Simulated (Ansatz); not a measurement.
The reference is MoTe2 in the 2H-MoS2 type structure (space group P6_3/mmc, No. 194; a = 3.5419 Å, c = 14.1820 Å; layered, stacked along the Cartesian z axis). Axes: x lies along a and z along c of the hexagonal cell.

All numbers come from r2SCAN+rVV10 (Ansatz, an electronic-structure program, PAW, scalar-relativistic without spin-orbit coupling), earlier PAW set.

For the base:

```
Property    Value
--------  -------
Band gap  0.87 eV
```

The change: the symmetric strain tensor [-0.0197 -0.0023 -0.0173; -0.0023 -0.0127 0.0044; -0.0173 0.0044 0.0041]; the atoms relax in the strained cell.

### Question
What happens to the band gap, stress and energy relative to the base?

### Answer
The band gap increases by 0.07 eV to 0.94 eV; the stress (xx, yy, zz, yz, xz, xy; compression positive) comes out as (3.15, 2.41, 0.39, -0.17, 0.63, 0.26) GPa; the energy goes up by 9.1 meV/atom.

Spin-orbit coupling, missing from the scalar runs, can matter with Te. Gaps are Kohn–Sham eigenvalue differences; semilocal functionals usually give less than the measured gap. Stability against distortions was not tested.
